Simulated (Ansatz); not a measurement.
## Response to strain in BeTe

The reference is BeTe in the zinc blende structure (space group F-43m, No. 216; a = 5.554 Å). Axes: x, y, z lie along the cube axes.

Strains are applied to the cell and any free atomic positions relax; under biaxial strain the out-of-plane vector relaxes too.

Computed with Kohn–Sham DFT with the LDA functional, run in Ansatz (a quantum-chemistry and plane-wave program) with PAW and 420 eV plane waves, without spin-orbit coupling.

| biaxial strain, plane normal [111], relaxed out of plane (%) | band gap (eV) |
|---|---|
| -2.5 | 1.53 |
| -2.08 | 1.58 |
| -1.67 | 1.63 |
| -1.25 | ? |
| -0.83 | 1.72 |
| -0.42 | 1.76 |
| 0 | 1.79 |

Task: Fit E_g = E₀ + Dε (ε in %) to the rows shown and predict the withheld row.

Result: Least squares on the printed values gives E₀ = 1.80 eV, D = 105 meV per % of strain (largest residual 0.01 eV); this predicts 1.67 eV, and the run gives 1.68 eV, in agreement.

With Te present, leaving out spin-orbit coupling can change the band edges. No phonon test of stability was made.
